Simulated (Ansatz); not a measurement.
ZrMo (model structure, Cmcm, No. 63, 4 atoms in the cell) was calculated with PBE (Ansatz, a program for electronic structure, PAW).

Numerical settings: plane-wave cutoff 520 eV, 18×18×14 k mesh (along the axes of the cell as run), Fermi–Dirac smearing 0.05 eV, no spin polarisation, scalar-relativistic PAW data made under PBE.

Cell (relaxed at this level):

Space group Cmcm (No. 63); a = 3.236 Å, b = 11.995 Å, c = 4.070 Å, α = 90.00°, β = 90.00°, γ = 90.00°

```json
[
 {"atom": "Zr", "site": "4c", "symmetry": "m2m", "x": "0.0000", "y": "0.3312", "z": "0.2500"},
 {"atom": "Mo", "site": "4c", "symmetry": "m2m", "x": "0.0000", "y": "0.0597", "z": "0.2500"}
]
```
(The calculation used a cell of 4 atoms; values per cell refer to that cell.)

### Question
What does this level give for the bulk modulus?

### Answer

bulk modulus: 129 GPa

Note: the run has no spin polarisation, so it can have missed a magnetic state; the bulk modulus is −V dP/dV from two relaxed cells at ±2 % in volume; the relaxation could raise the start's symmetry but not lower it, so the cell can be a saddle point.

Computed values are for the static lattice.

A model structure was made by putting elements into a prototype or built by hand; it is no filed structure, need not be a known phase, and can be a saddle point held by its symmetry.
